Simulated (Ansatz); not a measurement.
**Hypothetical diamond Os under a change: uniaxial strain ε_zz = −1.17 %**

Base system: Os in the diamond structure (space group Fd-3m, No. 227; a = 5.502 Å; a hypothetical phase, not in the database extracts checked; relaxed with 0.1 eV smearing). Axes: x, y, z lie along the cube axes.

One thing is altered: the cell is compressed by 1.17 % along z with no lateral relaxation; the atoms relax in the strained cell.

Method: PBEsol (Ansatz, a quantum-chemistry and plane-wave program, PAW, no SOC). k-mesh 18×18×18 (Γ-centred); smearing 0.1 eV (Fermi–Dirac).

```tsv
quantity	base	changed	shift
space group	Fd-3m (No. 227)	I4_1/amd (No. 141)	–
shortest interatomic distance	2.382 Å	2.373 Å	-0.009 Å
energy relative to the base (free energy F)	0 meV/atom	+2.1 meV/atom	+2.1 meV/atom
pressure (mean of the normal stresses, compression positive)	0.0 GPa	2.7 GPa	+2.7 GPa
band gap	zero	zero	–
stress (xx, yy, zz, yz, xz, xy; compression positive)	–	(2.7, 2.7, 2.7, 0.0, 0.0, 0.0) GPa	–
```

Final structure:

```yaml
crystal:
  lattice:
    - [0.00000, 2.75097, 2.71878]
    - [2.75097, 0.00000, 2.71878]
    - [2.75097, 2.75097, 0.00000]
  atoms:
    - { symbol: Os, position: [0.25000, 0.25000, 0.25000] }
    - { symbol: Os, position: [0.00000, 0.00000, 0.00000] }
```

Cost of the whole job for the changed cell (relaxation, final SCF and bands): roughly 28 core-seconds.

Whether these cells are dynamically stable was not tested. The final runs are not spin-polarised.
